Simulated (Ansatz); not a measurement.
A self-consistent single point of Be5Co (P1, 6 atoms in the cell) with Ansatz (a quantum-chemistry and plane-wave program).

Level of theory: LDA (PW92), PAW files made with PBE (plane waves; Ansatz).

The change in words: atoms moved at random. Reference geometry:
```yaml
crystal:
  lattice:
    - [0.00000, 2.88393, 2.88393]
    - [2.88393, 0.00000, 2.88393]
    - [2.88393, 2.88393, 0.00000]
  atoms:
    - { symbol: Be, position: [0.25000, 0.25000, 0.25000] }
    - { symbol: Be, position: [0.62557, 0.62557, 0.12329] }
    - { symbol: Be, position: [0.62557, 0.12329, 0.62557] }
    - { symbol: Be, position: [0.62557, 0.62557, 0.62557] }
    - { symbol: Be, position: [0.12329, 0.62557, 0.62557] }
    - { symbol: Co, position: [0.00000, 0.00000, 0.00000] }
```

Reference input (self-consistent single point, DFT, LDA (PW92), plane waves, PAW files made with PBE): basis.ecutwfc = 30.9 Ry; kpoints.mp_grid.grid = 8 8 8; hamiltonian.xc = lda; hamiltonian.pseudopotentials = {kind: paw} (the program's default PAW files); scf.occupations.method = fermi_dirac; scf.occupations.width = 0.0073 Ry. This run's input differs from it in these lines:

Ansatz 0.2 input:
```diff
@@ -6,8 +6,8 @@
   atoms:
-    - { symbol: Be, position: [0.25000000, 0.25000000, 0.25000000] }
-    - { symbol: Be, position: [0.62557000, 0.62557000, 0.12329000] }
-    - { symbol: Be, position: [0.62557000, 0.12329000, 0.62557000] }
-    - { symbol: Be, position: [0.62557000, 0.62557000, 0.62557000] }
-    - { symbol: Be, position: [0.12329000, 0.62557000, 0.62557000] }
-    - { symbol: Co, position: [0.00000000, 0.00000000, 0.00000000] }
+    - { symbol: Be, position: [0.25072400, 0.26514700, 0.24575200] }
+    - { symbol: Be, position: [0.62243300, 0.62912200, 0.12294500] }
+    - { symbol: Be, position: [0.63350500, 0.11332400, 0.62765800] }
+    - { symbol: Be, position: [0.61656500, 0.61268600, 0.62994100] }
+    - { symbol: Be, position: [0.13717600, 0.61865200, 0.61631200] }
+    - { symbol: Co, position: [-0.01040400, 0.01106900, 0.00739300] }
 basis:
```

Log, with long lists cut:

```
SCF iter   1: F=—  HF=-5505.930184 eV  |F-HF|=—  |Δ(HF+E_count)|=         —  Δρ=1.23e-1  dr2=7.66e0  ethr=3.10e-3  ⟨swp⟩=5.1  Hψ=25328  notcnv=0  defer=39
all-band conjugate gradients solve this SCF's bands
preconditioner: auto → Kerker (q_TF=auto, 2.479 Å⁻¹)
SCF iter   2: F=—  HF=-5505.323221 eV  |F-HF|=—  |Δ(HF+E_count)|=   6.07e-1  Δρ=4.74e-2  dr2=1.45e0  ethr=3.10e-3  ⟨swp⟩=2.0  Hψ=8583  notcnv=0  defer=257
   [... lines left out ...]
SCF iter   5: F=—  HF=-5505.104469 eV  |F-HF|=—  |Δ(HF+E_count)|=   9.43e-5  Δρ=3.15e-4  dr2=2.60e-5  ethr=3.40e-6  ⟨swp⟩=2.4  Hψ=8133  notcnv=0  defer=257
SCF iter   6: F=—  HF=-5505.104460 eV  |F-HF|=—  |Δ(HF+E_count)|=   9.38e-6  Δρ=1.29e-4  dr2=4.78e-6  ethr=9.63e-8  ⟨swp⟩=2.0  Hψ=8238  notcnv=0  defer=257
SCF iter   7: F=—  HF=-5505.104458 eV  |F-HF|=—  |Δ(HF+E_count)|=   1.32e-6  Δρ=1.69e-5  dr2=1.48e-7  ethr=1.77e-8  ⟨swp⟩=2.9  Hψ=7718  notcnv=0  defer=257
SCF iter   8: F=-5505.104458 eV  HF=-5505.104458 eV  |F-HF|=1.22e-8  |Δ(HF+E_count)|=   6.66e-8  Δρ=5.95e-6  dr2=1.76e-8  ethr=3.70e-10  ⟨swp⟩=8.9  Hψ=23039  notcnv=0
SCF 1 converged in 8 iterations: F = -5505.104458 eV  dr2 = 1.76e-8
Free energy (F): -5505.104458 eV
Internal energy: -5505.020611 eV  (E = F + TS)
E sigma→0 (E₀):  -5505.062535 eV
Entropy (-TS):   -0.083848 eV (-13.975 meV/atom)
Fermi energy:    9.612426 eV
--- Forces (eV/Å), atoms counted from 1 ---
  atom   1  Be    -0.16520197     0.03736894    -0.24013328
  atom   2  Be    -0.33890794     0.11299282     0.07864873
  atom   3  Be    -0.02429742    -0.35780706     0.10116637
  atom   4  Be     0.54733699     0.66144738     0.93283660
  atom   5  Be     0.54576441    -0.56096239    -0.81175742
  atom   6  Co    -0.56471946     0.10696893    -0.06079059
--- Stress (GPa, compression-positive) ---
       -6.832755       0.015374       0.009516
        0.015374      -6.490908      -0.288981
        0.009516      -0.288982      -6.697822
  P = ⅓ Tr σ = -6.6738 GPa (-66.738 kbar)
  The stress holds the Pulay correction. Without it, at fixed plane waves, as pw.x and ABINIT print it: P = -6.7087 GPa
```

The run converged in 8 iterations. Against the reference run the free energy rises by 16.3 meV/atom, the pressure goes from -7.11 to -6.67 GPa and the largest force goes from 0.037 to 1.268 eV/Å.

The starting cell comes from a database of computed structures (which also holds hypothetical and non-ambient phases and stackings), without a prior relaxation at this level. For this run, on top of that: atoms moved at random. Spin polarisation is off. With a pressure of about -7 GPa the cell is away from its equilibrium volume at this level. Forces in this geometry exceed 1 eV/Å. Ansatz's pressure includes its estimate of the finite-basis (Pulay) stress.
